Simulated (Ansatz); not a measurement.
## A computed series for hypothetical rutile HfS2: point defects

Start from a 12-atom supercell of HfS2 in the rutile structure (space group P4_2/mnm, No. 136; a = 6.024 Å, c = 3.652 Å; a hypothetical phase, not in the database extracts checked) at its relaxed geometry.

One neutral defect a cell, atoms relaxed at fixed cell.

Calculations: PBEsol (Ansatz, a program for electronic structure; PAW; 420 eV plane waves; scalar-relativistic without spin-orbit coupling).

```tsv
change	pressure	largest displacement of a host atom from its site in the perfect cell
perfect supercell	0.0 GPa	–
Ta on a Hf site	?	?
Zr on a Hf site, symmetric start	0.6 GPa	0.02 Å
S on a Hf site (antisite), symmetric start	-2.5 GPa	0.10 Å
S interstitial (started 2.17 Å from the nearest host atom), symmetric start	1.3 GPa	0.35 Å
Zn on a Hf site, symmetric start	-2.2 GPa	0.03 Å
```

Question: What belongs in the blanks?

Answer: 
- Ta on a Hf site, pressure: -2.8 GPa
- Ta on a Hf site, largest displacement of a host atom from its site in the perfect cell: 0.08 Å

The magnetic state is the one reached from the starting moments; the real material's order can differ, and small cells can't hold many antiferromagnetic ones. In so small a cell the defect repeats every few ångströms: this is an ordered compound, not a dilute defect. A case with no gap was solved on a k-mesh chosen for an insulator, which is coarse for it. Defects with a symmetric start kept the site's symmetry and may sit on a saddle; the others started slightly shaken. Starting moments died away, wholly or in part, for Ta on a Hf site, Zr on a Hf site, S on a Hf site (antisite) and S interstitial (started 2.17 Å from the nearest host atom) and more; another magnetic solution may exist.
